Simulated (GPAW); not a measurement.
# Input and output of a self-consistent single point for SrFe2As2 (I4/mmm, 5 atoms in the cell) (GPAW)

Computed with PBEsol, GPAW PAW datasets PBEsol (made by gpaw-setup) (plane waves; GPAW).

Input as run:

```python
from ase import Atoms
from ase.units import GPa
from gpaw import GPAW, PW

atoms = Atoms(['Sr', 'Fe', 'Fe', 'As', 'As'],
              cell=[[-1.962045, 1.962045, 5.835565],
                    [1.962045, -1.962045, 5.835565],
                    [1.962045, 1.962045, -5.835565]],
              scaled_positions=[[0.000000, 0.000000, 0.000000],
                                [0.250000, 0.750000, 0.500000],
                                [0.750000, 0.250000, 0.500000],
                                [0.649000, 0.649000, 0.000000],
                                [0.351000, 0.351000, 0.000000]],
              pbc=True)

calc = GPAW(mode=PW(800),
            xc='PBEsol',
            kpts={'size': (6, 6, 6), 'gamma': True},
            occupations={'name': 'methfessel-paxton', 'width': 0.2, 'order': 0},
            nbands=-9,
            convergence={'forces': 0.001},
            symmetry={'symmorphic': False, 'tolerance': 0.0005},
            maxiter=120,
            txt='-')

atoms.calc = calc

energy = atoms.get_potential_energy()
print('Energy (eV):', round(energy, 6))
forces = atoms.get_forces()
print('Forces (eV/Ang):')
print(forces.round(5))
stress = atoms.get_stress()
print('Stress (GPa, Voigt):', (stress / GPa).round(4))
```

Output (repeated stretches shortened):

```
Input parameters:
  convergence: {forces: 0.001}
  kpts: {gamma: True,
         size: (6, 6, 6)}
  maxiter: 120
  mode: {ecut: 800.0,
         name: pw}
  nbands: -9
  occupations: {name: methfessel-paxton,
                order: 0,
                width: 0.2}
  symmetry: {symmorphic: False,
             tolerance: 0.0005}
  xc: PBEsol

species:
  Sr:
    name: Strontium
    Z: 38.0
    valence: 10
    core: 28
    charge: 0.0
    file: Sr.PBEsol.gz

    # Using partial waves for Sr as LCAO basis

  Fe:
    name: Iron
    Z: 26.0
    valence: 8
    core: 18
    charge: 0.0
    file: Fe.PBEsol.gz

    # Using partial waves for Fe as LCAO basis

  As:
    name: Arsenic
    Z: 33.0
    valence: 5
    core: 28
    charge: 0.0
    file: As.PBEsol.gz

    # Using partial waves for As as LCAO basis

Reference energy: -278537.771004  # eV

Spin-paired calculation

Convergence criteria:
 Maximum [total energy] change in last 3 cyles: 0.0005 eV / valence electron
 Maximum integral of absolute [dens]ity change: 0.0001 electrons / valence electron
 Maximum integral of absolute [eigenst]ate change: 4e-08 eV^2 / valence electron
 Maximum change in the atomic [forces] across last 2 cycles: 0.001 eV/Ang OR
Maximum error relative to the maximum force is below inf
 Maximum number of scf [iter]ations: 120

Symmetries present (total): 16
Symmetries with fractional translations: 0
216 k-points: 6 x 6 x 6 Monkhorst-Pack grid + [1/12,1/12,1/12]
30 k-points in the irreducible part of the Brillouin zone
       k-points in crystal coordinates                weights
   0:     0.00000000    0.00000000    0.00000000          1/216
   1:     0.16666667   -0.16666667    0.00000000          4/216
   2:     0.16666667   -0.16666667    0.16666667          4/216
   [... 7 lines left out ...]
          ...
  29:     0.50000000    0.50000000    0.50000000          1/216

Wave functions: Plane wave expansion
  Cutoff energy: 800.000 eV
  Number of coefficients (min, max): 4575, 4634
  Pulay-stress correction: 0.000000 eV/Ang^3 (de/decut=0.000000)

Occupation numbers: Methfessel-Paxton:
  width: 0.2000  # eV
  order: 0

Eigensolver

Densities:
  Coarse grid: 45*45*45 grid
  Fine grid: 90*90*90 grid
  Total Charge: 0.000000

Density mixing:
  Method: separate
  Backend: pulay
  Linear mixing parameter: 0.05
  old densities: 5
  Damping of long wavelength oscillations: 50

Hamiltonian:
  XC and Coulomb potentials evaluated on a 90*90*90 grid
  External potential:
    NoExternalPotential

XC parameters: PBEsol with 2 nearest neighbor stencil

Number of atoms: 5
Number of atomic orbitals: 31
Number of bands in calculation: 27
Number of valence electrons: 36
Bands to converge: occupied

Density initialized from atomic densities
  27 bands from LCAO basis set

Atomic positions and initial magnetic moments

Positions:
   0 Sr     0.000000    0.000000    0.000000    ( 0.0000,  0.0000,  0.0000)
   1 Fe     1.962045    0.000000    2.917782    ( 0.0000,  0.0000,  0.0000)
   2 Fe    -0.000000    1.962045    2.917782    ( 0.0000,  0.0000,  0.0000)
   3 As     0.000000   -0.000000    7.574563    ( 0.0000,  0.0000,  0.0000)
   4 As     0.000000   -0.000000    4.096567    ( 0.0000,  0.0000,  0.0000)

Unit cell:
           periodic     x           y           z      points  spacing
  1. axis:    yes   -1.962045    1.962045    5.835565    45     0.0827
  2. axis:    yes    1.962045   -1.962045    5.835565    45     0.0827
  3. axis:    yes    1.962045    1.962045   -5.835565    45     0.0617

  Lengths:   6.461661   6.461661   6.461661
  Angles:  144.646787 144.646787  50.861206

Effective grid spacing dv^(1/3) = 0.0995

     iter     time        total  log10-change:
                         energy   eigst   dens  force
iter:   1 --:--:--   -36.239113
iter:   2 --:--:--   -35.040788   -0.49  -1.09
iter:   3 --:--:--   -34.516462   -0.91  -1.22
iter:   4 --:--:--   -34.356055   -1.52  -1.37
iter:   5 --:--:--   -34.760607   -1.11  -1.55
iter:   6 --:--:--   -34.472494   -1.59  -1.50
iter:   7 --:--:--   -34.376458   -1.86  -1.69
iter:   8 --:--:--   -34.368611   -3.26  -2.33
iter:   9 --:--:--   -34.368988c  -3.22  -2.49
iter:  10 --:--:--   -34.362738c  -3.23  -2.33
iter:  11 --:--:--   -34.362914c  -4.25  -3.01
iter:  12 --:--:--   -34.362828c  -5.50  -3.20
iter:  13 --:--:--   -34.362818c  -5.18  -3.33
iter:  14 --:--:--   -34.362851c  -5.15  -3.69
iter:  15 --:--:--   -34.362809c  -6.17  -3.55
iter:  16 --:--:--   -34.362811c  -5.81  -3.74
iter:  17 --:--:--   -34.362830c  -6.68  -3.95
iter:  18 --:--:--   -34.362824c  -7.33  -4.22c
iter:  19 --:--:--   -34.362811c  -7.48c -4.28c
iter:  20 --:--:--   -34.362815c  -8.01c -4.32c -2.33
iter:  21 --:--:--   -34.362817c  -8.59c -4.44c -3.17c

Converged after 21 iterations.

Dipole moment: (-0.000000, 0.000000, 0.000000) |e|*Ang

Energy contributions relative to reference atoms: (reference = -278537.771004)

Kinetic:        +49.955851
Potential:      -40.958139
External:        +0.000000
XC:             -43.195870
Entropy (-ST):   -0.060399
Local:           -0.134459
SIC:             +0.000000
--------------------------
Free energy:    -34.393017
Extrapolated:   -34.362817

Showing only first 2 kpts
 Kpt  Band  Eigenvalues  Occupancy
  0    16      8.26835    1.31573
  0    17      8.26835    1.31571
  0    18      8.89511    0.00006
  0    19      9.11256    0.00000

  1    16      7.89225    1.99783
  1    17      7.94660    1.99268
  1    18      8.90782    0.00004
  1    19      9.10346    0.00000

Fermi level: 8.32586

No gap
No difference between direct/indirect transitions
Energy (eV): -34.362817

Forces in eV/Ang:
  0 Sr    0.00000    0.00000    0.00000
  1 Fe    0.00000    0.00000    0.00000
  2 Fe    0.00000    0.00000    0.00000
  3 As    0.00000    0.00000   -0.37478
  4 As    0.00000    0.00000    0.37478

Stress tensor:
     0.003216     0.000000    -0.000000
     0.000000     0.003216     0.000000
    -0.000000     0.000000     0.007680
Stress (GPa, Voigt): [ 0.5152  0.5152  1.2304  0.     -0.      0.    ]
```

The run converged in 21 iterations. GPAW prints stress with tension positive.

The starting cell comes from a database of computed structures (which also holds hypothetical and non-ambient phases and stackings), without a prior relaxation at this level. Spin polarisation is off, so a magnetic state, if there is one, cannot be reached.

Cost on one core of a shared machine: roughly 2 min.
